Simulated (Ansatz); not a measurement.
The reference is HfO2 in the CdI2 type structure (space group P-3m1, No. 164; a = 3.208 Å, c = 4.515 Å; a hypothetical phase, not in the database extracts checked; layered, stacked along the Cartesian z axis).

It is then changed as follows: cell and atoms relaxed at a pressure of 30 GPa.

Levels (all Ansatz, an electronic-structure program, PAW): PBEsol-D3(BJ) (420 eV, without spin-orbit coupling); HSE06+SOC (420 eV, noncollinear with spin-orbit coupling).

The geometry is relaxed with PBEsol-D3(BJ).

| Quantity | Result |
|---|---|
| PBEsol-D3(BJ) valence-band top at Γ | 0.00, -0.86, -0.86 eV |
| PBEsol-D3(BJ) band gap | 2.95 eV |

With HSE06+SOC at the same geometry, the valence-band top at Γ (three highest Kramers pairs, from the VBM) goes from 0.00, -0.86, -0.86 eV to 0.00, -0.84, -1.05 eV; the band gap grows by 1.62 eV, from 2.95 eV to 4.57 eV.

Single points use the geometry relaxed with PBEsol-D3(BJ). The hybrid gap comes from the SCF mesh plus the semilocal run's edge points and a few special points and is an upper bound. Differences between runs with and without spin-orbit coupling are approximate. With Hf present, leaving out spin-orbit coupling can change the band edges. Load acts through the strain it causes; cell and atoms are relaxed under it. Whether these cells are dynamically stable was not tested. Competing high-pressure phases were not computed.
